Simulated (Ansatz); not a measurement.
## A computed series for hypothetical rock salt BP: response to strain

Base system: BP in the rock salt structure (space group Fm-3m, No. 225; a = 4.321 Å; a hypothetical phase, not in the database extracts checked; relaxed with 0.1 eV smearing). Axes: x, y, z lie along the cube axes.

Strains are applied to the cell and any free atomic positions relax; under biaxial strain the out-of-plane vector relaxes too.

Levels (all Ansatz, a quantum-chemistry and plane-wave program, PAW): PBE (420 eV, no spin-orbit coupling); PBEsol (420 eV, spin-orbit coupling left out).

The base cell above is that of PBE; each level relaxes its own structures.

Notes on the quantities. pressure: mean of the normal stresses, compression positive.

```csv
case,"pressure, PBE","pressure, PBEsol"
"biaxial strain +3.75 %, plane normal [001], relaxed out of plane",-5.5 GPa,-6.1 GPa
"biaxial strain +4.24 %, plane normal [001], relaxed out of plane",-6.2 GPa,-6.7 GPa
"biaxial strain +0.47 %, plane normal [111], relaxed out of plane",-0.8 GPa,-0.8 GPa
isotropic strain −4.90 %,32.2 GPa,34.2 GPa
uniaxial strain ε_xx = −3.94 %,7.3 GPa,7.8 GPa
uniaxial strain ε_xx = −1.65 %,2.8 GPa,3.0 GPa
uniaxial strain ε_yy = +4.09 %,-5.7 GPa,-6.0 GPa
uniaxial strain ε_zz = −2.80 %,5.0 GPa,5.3 GPa
uniaxial strain ε_zz = +5.96 %,-7.8 GPa,-8.3 GPa
"strain tensor (xx, yy, zz, yz, xz, xy) = (−0.37, +1.18, +0.72, +2.00, +0.38, +0.19) %",-2.3 GPa,-2.5 GPa
"strain tensor (xx, yy, zz, yz, xz, xy) = (+0.07, −0.57, −2.05, +1.47, −0.08, −0.25) %",4.4 GPa,4.7 GPa
"strain tensor (xx, yy, zz, yz, xz, xy) = (+2.10, +0.14, −1.32, −0.21, −0.44, +0.64) %",-1.2 GPa,-1.3 GPa
```

The two levels differ by at most about 1.9 GPa. Near ties aside, they put the cases in the same order.

Stability against distortions was not tested. All final runs are without spin polarisation.
